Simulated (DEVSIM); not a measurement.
Structure: Schottky contact on n-type Si, at 300 K.

Layer 1 from the left is Si, thickness (μm) 0.760, Nd (cm⁻³) 7.7e16, τn (s) 2.6e-5, τp (s) 2.6e-5.

Left contact: Schottky, work function 4.85 eV, emission velocity 6.5e6 cm/s. Right contact: ohmic. Voltage is applied to the left contact. Recombination: SRH at mid-gap, radiative, Auger. Gap narrowing is on: ΔEg = 6.92 meV × (l + √(l² + 0.5)), l = ln(N/1.3e17 cm⁻³), shared equally by both band edges. Mobility is constant in doping.

Constants are typed, rounded textbook-type inputs, not results; the design itself was drawn at random and stands for no fabricated device. Values at 300 K.

Si: gap (eV) 1.124, affinity (eV) 4.05, permittivity 11.7, Nc (cm⁻³) 2.86e19, Nv (cm⁻³) 3.1e19, μn (cm²/Vs) 1417, μp (cm²/Vs) 470, B (cm³/s) 4.7e-15, Cn (cm⁶/s) 2.8e-31, Cp (cm⁶/s) 9.9e-32.

Model (solved in DEVSIM): 1D drift-diffusion, Boltzmann statistics, complete ionisation; no tunnelling, impact ionisation, image-force lowering or self-heating. Metal contacts follow the ideal Schottky-Mott rule: no Fermi-level pinning, no interface dipoles.

Dark forward current:

```csv
|V| (V),|J| (A/cm²)
0.05,6.461e-6
0.10,5.106e-5
0.15,0.0003588
0.20,0.002482
0.25,0.01712
0.30,0.1180
0.35,0.8118
0.40,5.572
0.45,37.94
0.50,249.1
0.55,1389
0.60,5065
```

### Question
Work out the local ideality factor n = ΔV / (kT/q · ln(J2/J1)) between the rows 0.15 and 0.20 V, 0.55 and 0.60 V.

### Answer
kT/q = 25.85 mV. From 0.15 to 0.20 V: ln(0.002482/0.0003588) = 1.934, n = 1.00, near the 1 of diffusion or emission over a barrier. From 0.55 to 0.60 V: ln(5065/1389) = 1.294, n = 1.50; the layers' resistance at their doping, Σ W/(qμN) = 4.3e-6 Ω cm², would take 16 mV of this step of 50 mV.

### Question
Estimate the current at 0.30 V for emission alone, J0 = q v N_band exp(−φB/kT), and read the barrier back from the simulated current.

### Answer
φB = 0.800 eV, N_band = 2.86e19 cm⁻³, J0 = 1.08e-6 A/cm²; J = J0 (exp(qV/kT) − 1) = 0.118 A/cm². The simulation gives 0.118 A/cm², the same within the digits that matter. Read backwards, the simulated current gives an apparent barrier of 0.800 eV. The estimate leaves out transport through the depletion region and minority injection.
